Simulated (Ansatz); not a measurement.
Structures of equal composition on the (111)A surface of zinc-blende GaSb (Ga plane on top): 2x2 Al adatom at H3; 2x2 Al adatom at T4. The slabs share one bottom face, and each structure is named by its start. These are constructed structures in small cells; real faces may alloy, dewet or reconstruct in larger ones, and not all known structures of the face are among them. Slabs of about 15 Å with all that they carry, Fermi-Dirac smearing of 0.025 eV. Bottom of the slabs: H caps. Relaxed from the named starts with such symmetry as they have, on meshes of like density; energies extrapolated to zero smearing; no spin-orbit coupling, no U. Spin-polarised runs, if any, are marked in brackets, and their order is one that fits the cell; the others ran without spin.

Host crystal: zinc-blende GaSb, a metal or without a clear band gap (PBE, scalar-relativistic without spin-orbit coupling).

Method: PBE (plane waves to 420 eV, PAW; Ansatz, a first-principles code).

Task: Rank these by energy per 1x1 cell (lowest first), as PBE gives it.

Result: 2x2 Al adatom at T4 (0.000 eV (3 Al–Ga bonds formed), no gap over 0.04 eV on the mesh), 2x2 Al adatom at H3 (0.014 eV, no gap over 0.04 eV on the mesh)
